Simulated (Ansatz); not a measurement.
The parent structure is WSi2 (space group I4/mmm, No. 139; a = 3.185 Å, c = 7.771 Å).

Computed with LDA (Ansatz, a program for electronic structure, PAW, without spin-orbit coupling).

Before the change:

The lattice parameter a is 3.185 Å.

One thing is altered: a hydrostatic pressure of 0.9 GPa.

**Question.** How does this affect the lattice parameter a?

**Answer.** The lattice parameter a decreases by 0.004 Å (3.185 Å → 3.181 Å).

Load acts through the strain it causes; cell and atoms are relaxed under it. Whether these cells are dynamically stable was not tested. The final runs are not spin-polarised.
